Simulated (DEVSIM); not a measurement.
System: abrupt InP p-n junction, at 250 K.

```csv
layer (left to right),material,thickness (μm),Nd (cm⁻³),Na (cm⁻³),τn (s),τp (s)
1,InP,0.550,-,2.1e14,8.5e-8,8.5e-8
2,InP,0.550,5.8e14,-,8.5e-8,8.5e-8
```

Left contact: ohmic. Right contact: ohmic. Voltage is applied to the left contact. Recombination: SRH at mid-gap, radiative. Mobility is μmin + (μ − μmin)/(1 + (N/Nref)^α).

This is a model device: material constants are rounded textbook-type values typed into the input, and sizes, dopings and lifetimes were drawn at random. Values at 300 K; Nc and Nv go as T^1.5, mobilities as T to minus their exponent, the gap by Varshni's rule with the affinity fixed.

| parameter | InP |
|---|---|
| gap (eV) | 1.344 |
| affinity (eV) | 4.38 |
| permittivity | 12.5 |
| Nc (cm⁻³) | 5.7e17 |
| Nv (cm⁻³) | 1.1e19 |
| μn (cm²/Vs) | 5200 |
| μp (cm²/Vs) | 170 |
| μn,min | 400 |
| μp,min | 10 |
| Nref,n | 3e17 |
| Nref,p | 4.9e17 |
| αn | 0.47 |
| αp | 0.62 |
| T exponent of μn | 2 |
| T exponent of μp | 2 |
| B (cm³/s) | 1.2e-10 |
| Varshni α (eV/K) | 0.000363 |
| Varshni β (K) | 162 |

Simulated with DEVSIM: 1D drift-diffusion, Boltzmann statistics, complete ionisation; no tunnelling, impact ionisation, image-force lowering or self-heating.

Tabulate band edges, carrier densities and field at 1.0 V on the left contact.

Energies count from the Fermi level of the right contact; mesh points crowd at the junctions.

```tsv
x (μm)	Ec (eV)	Ev (eV)	n (cm⁻³)	p (cm⁻³)	field (V/cm)
0.000	0.131	-1.228	< 1e2	2.1e14	440
0.01334	0.132	-1.228	8.1e12	2.1e14	440
0.03568	0.133	-1.227	2.1e13	2.2e14	440
0.06705	0.134	-1.225	3.9e13	2.2e14	430
0.1430	0.138	-1.222	7.7e13	2.3e14	390
0.2286	0.140	-1.219	1.2e14	2.5e14	300
0.3441	0.143	-1.217	1.7e14	2.4e14	120
0.4434	0.143	-1.216	2.3e14	2.2e14	-130
0.4880	0.142	-1.218	2.7e14	2.0e14	-290
0.5198	0.141	-1.219	3.1e14	1.8e14	-440
0.5388	0.140	-1.220	3.3e14	1.7e14	-530
0.5566	0.139	-1.220	3.6e14	1.5e14	-560
0.5733	0.138	-1.221	3.8e14	1.4e14	-470
0.6012	0.137	-1.222	4.2e14	1.3e14	-340
0.6591	0.136	-1.224	4.9e14	1.1e14	-140
0.7276	0.135	-1.224	5.4e14	8.7e13	19
0.8360	0.136	-1.223	5.8e14	6.2e13	160
0.9335	0.138	-1.221	5.9e14	4.0e13	230
1.020	0.140	-1.219	5.9e14	2.0e13	250
1.056	0.141	-1.218	5.8e14	1.1e13	260
1.081	0.142	-1.218	5.8e14	4.9e12	260
1.100	0.143	-1.217	5.8e14	< 1e2	260
```
